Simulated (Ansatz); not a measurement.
## Converging the k-point mesh at a smearing width of 0.02 eV: Rh (Fm-3m, 1 atom in the cell)

```yaml
crystal:
  lattice:
    - [0.00000, 1.90950, 1.90950]
    - [1.90950, 0.00000, 1.90950]
    - [1.90950, 1.90950, 0.00000]
  atoms:
    - { symbol: Rh, position: [0.00000, 0.00000, 0.00000] }
```

Method: PBE (plane waves, PAW; Ansatz, a program for electronic structure).

Base settings: basis.ecutwfc = 420 eV; kpoints.mp_grid.grid = 15 15 15; hamiltonian.xc = pbe; hamiltonian.pseudopotentials = {kind: paw} (the program's default PAW files); scf.occupations.method = fermi_dirac; scf.occupations.width = 0.1 eV.

In this ladder: scf.occupations.width = 0.02 eV.

Only quantities that move along the ladder and can be compared are tabulated.

The count of work is k-points × plane waves × bands × iterations; it is no time. 

The starting cell has typed, rounded lattice constants, without a prior relaxation at this level. Its lattice was rescaled by up to half a per cent. Spin polarisation is off. Ansatz's pressure includes its estimate of the finite-basis (Pulay) stress.

Steps (kpoints.mp_grid.grid): 5 5 5; 6 6 6; 8 8 8; 9 9 9; 11 11 11; 13 13 13; 16 16 16; 20 20 20; 29 29 29; 35 35 35.

Problem. What is the coarsest kpoints.mp_grid.grid that holds the pressure within 0.5 GPa of the last step, with all finer ones?

Solution. 9 9 9, at 0.031 of the last step's count of work; the step before is off by 0.74 GPa.

Problem. What is the coarsest kpoints.mp_grid.grid that holds the free energy within 2 meV/atom of the last step, with all finer ones?

Solution. 13 13 13, at 0.074 of the last step's count of work; the step before is off by 9.6 meV/atom.

```tsv
kpoints.mp_grid.grid	free energy less the last step's (meV/atom)	pressure (GPa)	count of work / last
5 5 5	145.89	4.69	0.0088
6 6 6	81.42	3.65	0.014
8 8 8	30.36	2.98	0.025
9 9 9	7.72	2.27	0.031
11 11 11	9.63	2.60	0.049
13 13 13	-1.70	2.28	0.074
16 16 16	0.35	2.29	0.13
20 20 20	-1.47	2.22	0.22
29 29 29	-0.19	2.23	0.60
35 35 35	0.00	2.24	1.0
```

Keys are those of Ansatz 0.2.
